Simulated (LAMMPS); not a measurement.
Cu (fcc) at 1770 K and zero pressure, started from the melt, with several potentials, in cells of their own sizes.

Potentials compared:
- EAM-type AlCu.adp: classical MD, pair style adp, file AlCu.adp (LAMMPS); Apostol and Mishin, Phys Rev B 83, 054116 (2011)
- EAM-type CuNi.eam.alloy: classical MD, pair style eam/alloy, file CuNi.eam.alloy (LAMMPS); Onat and Durukanoglu, J Phys Cond Matt, 26, 035404 (2014)
- EAM-type CuZr_mm.eam.fs: classical MD, pair style eam/fs, file CuZr_mm.eam.fs (LAMMPS)
- EAM-type Cu_mishin1.eam.alloy: classical MD, pair style eam/alloy, file Cu_mishin1.eam.alloy (LAMMPS); Mishin, Phys Rev B, 63, 224106 (2001)
- EAM-type Cu_zhou.eam.alloy: classical MD, pair style eam/alloy, file Cu_zhou.eam.alloy (LAMMPS); Zhou et al, Acta Mater, 49, 4005 (2001)
- EAM-type smf7: classical MD, pair style eam, the elements' _smf7.eam files (smf7) (LAMMPS); Foiles, Phys Rev B 32, 7685 (1985)
- MEAM AlSiMgCuFe.meam: classical MD, pair style meam, file AlSiMgCuFe.meam (LAMMPS); Jelinek, Groh, Horstemeyer, Houze, Kim, Wagner, Moitra and Baskes, Phys Rev B, 85, 245102 (2012)
- SNAP Cu_Zuo_JPCA2020.quadratic.snap: MD with a machine-learned potential, pair style snap, file Cu_Zuo_JPCA2020.quadratic.snap (LAMMPS); Y. Zuo, C. Chen, X, Li, Z. Deng, Y. Chen, J. Behler, G. Csányi, A. V. Shapeev, A. P. Thompson, M. A. Wood, S. P. Ong, "Performance and Cost Assessment of Machine Learning Interatomic Potentials" J. Phys. Chem. A 124, 4, 731-745 (2020)
- bond-order AlCu.bop.table: classical MD, pair style bop, file AlCu.bop.table (LAMMPS); Zhou, Ward, and Foster, Phys. Chem. Chem. Phys., under consideration

```csv
potential,state,volume,first peak of g(r),coordination number,self-diffusion coefficient of Cu (not corrected for cell size),viscosity,mean phonon frequency,rough cost (ms per atom and simulated ps)
bond-order AlCu.bop.table,liquid,12.582 ± 0.005 Å³/atom,"2.52 Å, height 2.5",13.1 (counted to 3.42 Å),(5.9 ± 0.3) × 10^-5 cm²/s,-,4.5 THz,30 to 100
EAM-type AlCu.adp,liquid,13.952 ± 0.001 Å³/atom,"2.47 Å, height 2.5",12.9 (counted to 3.54 Å),(6.30 ± 0.08) × 10^-5 cm²/s,2.4 ± 0.1 mPa s,4.3 THz,1 to 3
EAM-type CuNi.eam.alloy,liquid,13.879 ± 0.002 Å³/atom,"2.48 Å, height 2.5",13.3 (counted to 3.58 Å),(6.33 ± 0.08) × 10^-5 cm²/s,2.7 ± 0.2 mPa s,4.1 THz,1 to 3
EAM-type CuZr_mm.eam.fs,liquid,13.586 ± 0.003 Å³/atom,"2.53 Å, height 2.3",12.8 (counted to 3.50 Å),(6.3 ± 0.2) × 10^-5 cm²/s,-,3.6 THz,3 to 10
EAM-type Cu_mishin1.eam.alloy,liquid,13.947 ± 0.002 Å³/atom,"2.47 Å, height 2.5",12.9 (counted to 3.54 Å),(6.26 ± 0.05) × 10^-5 cm²/s,2.6 ± 0.1 mPa s,4.3 THz,0.3 to 1
EAM-type Cu_zhou.eam.alloy,liquid,13.998 ± 0.002 Å³/atom,"2.46 Å, height 2.2",12.9 (counted to 3.54 Å),(9.4 ± 0.2) × 10^-5 cm²/s,1.9 ± 0.1 mPa s,3.7 THz,3 to 10
EAM-type smf7,liquid,14.140 ± 0.003 Å³/atom,"2.49 Å, height 2.5",12.5 (counted to 3.50 Å),(7.32 ± 0.05) × 10^-5 cm²/s,-,4.1 THz,1 to 3
MEAM AlSiMgCuFe.meam,liquid,14.205 ± 0.007 Å³/atom,"2.45 Å, height 2.4",12.0 (counted to 3.46 Å),(7.9 ± 0.1) × 10^-5 cm²/s,-,4.1 THz,10 to 30
SNAP Cu_Zuo_JPCA2020.quadratic.snap,liquid,14.66 ± 0.03 Å³/atom,"2.47 Å, height 2.5",12.0 (counted to 3.50 Å),(7.3 ± 0.4) × 10^-5 cm²/s,1.6 ± 0.1 mPa s,-,30 to 100
```

Costs are rough: whole-run CPU time with set-up and analysis, from shared machines, in bands a factor of about three wide.

Caution (rows bond-order AlCu.bop.table; SNAP Cu_Zuo_JPCA2020.quadratic.snap): a run this short can hold a crystal over, or a liquid under, the potential's own melting point, which these runs don't give.

States go by the mean squared displacement: a species diffuses where it passes 1.5 Å², still rises and gives D over 1e-6 cm²/s; a crystal has left its structure where atoms lie 0.35 Å off their sites on average or a cubic box changes its shape by 3 %, or the axial ratios of another lie 8 % off the starting cell's, which the potential's own relaxation can also do.

Errors of D are the spread over four groups of atoms in one short run; a floor of about 5 %, a picked value, is safer.

Errors shown are sampling errors alone.
